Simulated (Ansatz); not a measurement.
Base system: Zn in the diamond structure (space group Fd-3m, No. 227; a hypothetical phase, not in the database extracts checked; relaxed with 0.1 eV smearing).

```xyz
2
Lattice="0.0000 2.8289 2.8289 2.8289 0.0000 2.8289 2.8289 2.8289 0.0000" Properties=species:S:1:pos:R:3 pbc="T T T"
Zn     1.4145     1.4145     1.4145
Zn     0.0000     0.0000     0.0000
```

Cartesian axes are those of the cell as printed.

The values are results of Kohn–Sham DFT with the PBEsol functional, run in Ansatz (a program for electronic structure) with PAW and 420 eV plane waves, spin-orbit coupling left out, not measurements.

Strains are applied to the cell and any free atomic positions relax.

One change was made to it. Results:

The energy grows by 1.3 meV/atom; the pressure goes from zero to 0.9 GPa.

Task: Which of these changes matches the shifts?
(A) uniaxial strain ε_zz = +1.65 %
(B) isotropic strain −0.76 %
(C) isotropic strain −1.94 %

Result: B, isotropic strain −0.76 %. For comparison, the pressure in the other runs: uniaxial strain ε_zz = +1.65 % gives -0.6 GPa; isotropic strain −1.94 % gives 2.4 GPa.

No phonon test of stability was made.
